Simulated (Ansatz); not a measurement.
A short convergence ladder for VCu3Se4 (R3m, 8 atoms in the cell)

```
VCu3Se4
1.0
    5.60305     0.00000     0.00000
    0.00000     5.60305     0.00000
    0.00000     0.00000     5.60305
V Cu Se
1 3 4
Direct
  0.00515   0.00515   0.00515
  0.00000   0.50000   0.00000
  0.50000   0.00000   0.00000
  0.00000   0.00000   0.50000
  0.24334   0.24334   0.24334
  0.24334   0.75666   0.75666
  0.75666   0.75666   0.24334
  0.75666   0.24334   0.75666
```

Base method: LDA (PW92), default PAW files made with PBE (plane waves; Ansatz, a program for electronic structure).

Base settings: basis.ecutwfc = 420 eV; kpoints.mp_grid.grid = 4 4 4; hamiltonian.xc = lda; hamiltonian.pseudopotentials = {kind: paw} (the program's default PAW files); scf.occupations.method = fixed.

**The width of Fermi-Dirac smearing**

In this ladder: scf.occupations.method = fermi_dirac.

The mesh stays at the base's, so the ladder's end is converged at best in this setting alone.

Only quantities that move along the ladder and can be compared are tabulated.

| scf.occupations.width | free energy less the last step's (meV/atom) | pressure (GPa) | largest difference of a force vector from the last step's (eV/Å) |
|---|---|---|---|
| 1 eV | -775.24 | 1.98 | 1.653 |
| 0.5 eV | -132.80 | -3.16 | 0.491 |
| 0.2 eV | -5.39 | -5.03 | 0.024 |
| 0.1 eV | -0.16 | -5.19 | 0.001 |
| 0.02 eV | 0.00 | -5.20 | 0.000 |

Widest scf.occupations.width that holds the free energy within 0.5 meV/atom of the last step, with all finer ones: 0.1 eV; the step before is off by 5.4 meV/atom.

Widest scf.occupations.width that holds the pressure within 0.05 GPa of the last step, with all finer ones: 0.1 eV; the step before is off by 0.16 GPa.

Widest scf.occupations.width that holds the forces within 0.005 eV/Å of the last step, with all finer ones: 0.1 eV; the step before is off by 0.024 eV/Å.

On the base run: the starting cell comes from a database of computed structures (which also holds hypothetical and non-ambient phases and stackings), without a prior relaxation at this level. Its lattice was rescaled by up to half a per cent. One atom was moved a little off its site on purpose. In the base run, with a pressure of about -5 GPa the cell is away from its equilibrium volume at this level. Ansatz's pressure includes its estimate of the finite-basis (Pulay) stress.

Keys are those of Ansatz 0.2.
